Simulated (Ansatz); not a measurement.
SnGe (model structure, started from the NiAs type, P6₃/mmc, No. 194, 4 atoms in the cell)

These are PBE-D3(BJ) in Ansatz (PAW) values and carry that method's errors.

Numerical settings: plane-wave cutoff 520 eV, 18×18×10 k mesh (along the axes of the cell as run), Fermi–Dirac smearing 0.05 eV, scalar-relativistic PAW data made under PBE.

Cell (relaxed at this level):

```xyz
4
Lattice="3.9275 0.0000 0.0000 -1.9637 3.4013 0.0000 0.0000 0.0000 7.1228" Properties=species:S:1:pos:R:3 pbc="T T T"
Sn     0.0000     0.0000     0.0000
Sn     0.0000     0.0000     3.5614
Ge     0.0000     2.2675     1.7807
Ge     1.9637     1.1338     5.3421
```

```json
{
 "band_gap": "none"
}
```

Note: the relaxation could raise the start's symmetry but not lower it, so the cell can be a saddle point.

Spin–orbit coupling is not included; it can open a gap where bands touch, and shift volumes and moduli.

Cost on a shared machine: about 6 core-minutes (a rough figure).

A model structure was made by putting elements into a prototype or built by hand; it is no filed structure, need not be a known phase, and can be a saddle point held by its symmetry.

Ansatz is a first-principles code.
